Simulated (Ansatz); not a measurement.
Formation energies of neutral defects against the elements (graphite for carbon, diatomic gases, S8), in zinc-blende BP (eV), each at one geometry relaxed with PBE and evaluated in Ansatz (a first-principles code) with PBE, r2SCAN. Set-up: 64-site cell; 2×2×2 shifted k-points; charged states image-corrected; no spin–orbit coupling; no Hubbard U; finite-size errors of tenths of an eV; flagged in the runs: for some of the defects a doubtful potential alignment, a strain field that reaches the edge of the cell.

```csv
defect,PBE,r2SCAN
Ge on the B site,3.34,3.44
Mn on the B site,2.79,3.10
Bi on the P site,4.10,4.08
Al on the B site,2.06,1.96
O on the P site,1.22,1.25
Sb on the P site,2.65,2.60
```

PBE less r2SCAN: over the 6 rows with both numbers (drawn at random from the settled rows of this host; unsettled states are left out), mean -0.04 eV, median -0.01 eV, mean size 0.10 eV, from -0.31 to 0.10 eV.
